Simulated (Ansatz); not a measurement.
# Response to strain in WC

Start from WC (space group P-6m2, No. 187; a = 2.9131 Å, c = 2.8358 Å; relaxed with 0.1 eV smearing). Axes: x lies along a and z along c of the hexagonal cell.

Strains are applied to the cell and any free atomic positions relax; under biaxial strain the out-of-plane vector relaxes too; under stress the whole cell relaxes.

Calculations: Ansatz (an electronic-structure program), r2SCAN, PAW, cutoff 500 eV, without spin-orbit coupling, earlier PAW set.

Notes on the quantities. energy relative to the base: free energy F.

```csv
change,energy relative to the base,shortest interatomic distance
base,0 meV/atom,4.157 bohr
"biaxial strain +2.15 %, plane normal [001], relaxed out of plane",–,4.197 bohr
"biaxial strain +4.29 %, plane normal [001], relaxed out of plane",–,4.239 bohr
isotropic strain −0.59 %,(withheld),4.133 bohr
isotropic strain −0.52 %,+3.3 meV/atom,4.135 bohr
isotropic strain +2.58 %,+73 meV/atom,4.264 bohr
isotropic strain +5.47 %,(withheld),4.384 bohr
"uniaxial stress, 0.5 GPa compression along x",0.0 meV/atom,4.156 bohr
"uniaxial stress, 2 GPa tension along x",+0.2 meV/atom,4.156 bohr
"uniaxial stress, 0.5 GPa compression along z",0.0 meV/atom,4.156 bohr
```

Q: Complete the table.

A: 
- isotropic strain −0.59 %, energy relative to the base: +4.2 meV/atom
- isotropic strain +5.47 %, energy relative to the base: +0.299 eV/atom

Beyond what the load breaks, stability against distortions was not tested. The final runs are not spin-polarised.
